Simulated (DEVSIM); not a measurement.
Structure: GaP n+/n-/n+ resistor, at 300 K.

```csv
layer (left to right),material,thickness (μm),Nd (cm⁻³),τn (s),τp (s)
1,GaP,0.660,2e17,2.6e-7,2.6e-7
2,GaP,2.30,2.3e15,2.6e-7,2.6e-7
3,GaP,0.220,4.9e18,2.6e-7,2.6e-8
```

Left contact: ohmic. Right contact: ohmic. Voltage is applied to the left contact. Recombination: SRH at mid-gap. Mobility is constant in doping.

The device is made up for the run: typed textbook-type constants, with dimensions and the other settings drawn at random. Values at 300 K.

```tsv
parameter	GaP
gap (eV)	2.26
affinity (eV)	3.8
permittivity	11.1
Nc (cm⁻³)	1.8e19
Nv (cm⁻³)	1.9e19
μn (cm²/Vs)	250
μp (cm²/Vs)	150
```

Simulated with DEVSIM: 1D drift-diffusion, Boltzmann statistics, complete ionisation; no tunnelling, impact ionisation, image-force lowering or self-heating.

Question: Give the dark forward current.

Answer: 
(V (V), J (A/cm²)): (0.05, 22); (0.20, 90); (0.35, 160); (0.50, 220); (0.65, 290); (0.80, 360); (0.95, 430); (1.10, 500); (1.25, 570); (1.40, 640); (1.55, 710); (1.70, 780); (1.85, 850); (2.00, 920)
